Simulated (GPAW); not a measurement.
Worked example: self-consistent single point of YScO2 (R-3m, 4 atoms in the cell) in GPAW.

Method of the run: PBEsol, GPAW PAW datasets PBEsol (made by gpaw-setup) (plane waves; GPAW 25.7.0).

The change in words: lattice scaled by 0.98. Reference geometry:
```xyz
4
Lattice="1.7933 1.0353 6.1318 -1.7933 1.0353 6.1318 0.0000 -2.0707 6.1318" Properties=species:S:1:pos:R:3 pbc="T T T"
Y      0.0000     0.0000     9.1977
Sc     0.0000     0.0000     0.0000
O      0.0000     0.0000     2.0231
O      0.0000     0.0000    16.3723
```

Reference input (self-consistent single point, DFT PBEsol, plane waves, GPAW PAW datasets PBEsol (made by gpaw-setup)): mode = pw; ecut = 950 eV; xc = PBEsol; kpts = 9 9 9; mesh shift (steps) = 0 0 0; occupations.name = fermi-dirac; occupations.width = 0.1 eV; nbands = -10; convergence.forces = 0.001 eV/Å; symmetry.symmorphic = false; symmetry.tolerance = 0.0005; maxiter = 120. This run's input differs from it in these lines:

```diff
@@ -5,5 +5,5 @@
 atoms = Atoms(['Y', 'Sc', 'O', 'O'],
-              cell=[[1.793275, 1.035348, 6.131813],
-                    [-1.793275, 1.035348, 6.131813],
-                    [0.000000, -2.070696, 6.131813]],
+              cell=[[1.757409, 1.014641, 6.009177],
+                    [-1.757409, 1.014641, 6.009177],
+                    [0.000000, -2.029282, 6.009177]],
               scaled_positions=[[0.500000, 0.500000, 0.500000],
```

Output, abridged:

```
     iter     time        total  log10-change:
                         energy   eigst   dens  force
iter:   1 --:--:--   -36.332268
iter:   2 --:--:--   -35.424952   -0.05  -1.02
iter:   3 --:--:--   -32.981492   -0.24  -1.07
iter:   4 --:--:--   -33.038845   -0.89  -1.38
iter:   5 --:--:--   -33.521560   -1.25  -1.42
iter:   6 --:--:--   -33.034457   -0.86  -1.59
iter:   7 --:--:--   -32.992215   -1.81  -1.98
iter:   8 --:--:--   -32.990030   -2.21  -2.16
iter:   9 --:--:--   -32.991171c  -2.73  -2.62
iter:  10 --:--:--   -32.990139c  -3.12  -2.51
iter:  11 --:--:--   -32.990133c  -3.82  -2.96
iter:  12 --:--:--   -32.989990c  -4.03  -3.19
   [... lines left out ...]
   [... 2 lines left out ...]
iter:  16 --:--:--   -32.990029c  -5.47  -3.70
iter:  17 --:--:--   -32.989996c  -4.76  -3.52
iter:  18 --:--:--   -32.989979c  -5.80  -3.77
iter:  19 --:--:--   -32.989969c  -5.62  -3.91
iter:  20 --:--:--   -32.989967c  -6.18  -4.16c
iter:  21 --:--:--   -32.989966c  -7.16  -4.77c
iter:  22 --:--:--   -32.989966c  -7.76c -4.76c
iter:  23 --:--:--   -32.989967c  -7.57c -4.78c -2.59
iter:  24 --:--:--   -32.989967c  -8.14c -5.04c -2.75
iter:  25 --:--:--   -32.989967c  -7.79c -5.09c -2.55
iter:  26 --:--:--   -32.989967c  -8.95c -5.35c -2.97
iter:  27 --:--:--   -32.989967c  -9.14c -5.40c -3.28c
Converged after 27 iterations.

Dipole moment: (0.000000, -0.000000, -0.000000) |e|*Ang

Energy contributions relative to reference atoms: (reference = -116869.468223)

Kinetic:        +30.765663
Potential:      -32.922334
External:        +0.000000
XC:             -31.045909
Entropy (-ST):   -0.029442
Local:           +0.227335
SIC:             +0.000000
--------------------------
Free energy:    -33.004688
Extrapolated:   -32.989967

Showing only first 2 kpts
 Kpt  Band  Eigenvalues  Occupancy
  0    15      3.54509    2.00000
  0    16      4.26763    2.00000
  0    17      8.59673    0.00002
  0    18      8.59675    0.00002

  1    15      3.62642    2.00000
  1    16      5.24908    2.00000
  1    17      8.17995    0.00120
  1    18      9.12262    0.00000

Fermi level: 7.43845

Gap: 0.039 eV
Transition (v -> c):
   [... lines left out ...]
Direct gap: 0.286 eV
   [... lines left out ...]
Energy (eV): -32.989967

Forces in eV/Ang:
  0 Y     0.00000    0.00000    0.00000
  1 Sc    0.00000   -0.00000    0.00000
  2 O     0.00000    0.00000    0.20267
  3 O     0.00000   -0.00000   -0.20267

Stress tensor:
    -0.007649     0.000000     0.000000
     0.000000    -0.007649    -0.000000
     0.000000    -0.000000    -0.021333
Stress (GPa, Voigt): [-1.2256 -1.2256 -3.4179 -0.      0.      0.    ]
```

The run converged in 27 iterations. GPAW prints stress with tension positive. Against the reference run the free energy drops by 11.7 meV/atom and the largest force goes from 0.103 to 0.203 eV/Å.

At such cutoffs GPAW's stress carries a finite-basis (Pulay) error, which enters relaxed cells too; its log prints stress with tension positive.

The starting cell comes from a database of computed structures (which also holds hypothetical and non-ambient phases and stackings), without a prior relaxation at this level. For this run, on top of that: lattice scaled by 0.98. The log's line on a gap gives a spacing of levels on this mesh, which the program prints for metals too.

Cost on one core of a shared machine: roughly 8 min.
